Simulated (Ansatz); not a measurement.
Input:

End structure of the (311) surface of fcc Pb in its 1x1 cell, outermost plane spacing 1.52 Å in the ideal cut:

```
CELL_PARAMETERS angstrom
      3.56286     0.00000     0.00000
     -1.78143     5.90834     0.00000
      0.00000     0.00000    27.00000
ATOMIC_POSITIONS crystal
  Pb 0.72530 0.45449 0.31310
  Pb 0.45197 0.91007 0.35761
  Pb 0.18341 0.36945 0.41651
  Pb 0.91225 0.82742 0.46766
  Pb 0.63320 0.26349 0.53234
  Pb 0.36205 0.72146 0.58349
  Pb 0.09348 0.18084 0.64239
  Pb 0.82016 0.63642 0.68690
```

Set-up: 8 atoms, 10.6 Å thick at the start; mesh 11x7x1; 0.1 eV smearing; dipole correction on; single point; on the structure that PBE left under its start's symmetry; no spin, no spin-orbit, no U.

Estimate the work function of the top face that r2SCAN, at the PBE geometry run with Ansatz (a program for electronic structure) returns for this input.

3.91 eV

What surface energy (mean of both faces) does r2SCAN, at the PBE geometry give?

0.36 J/m^2
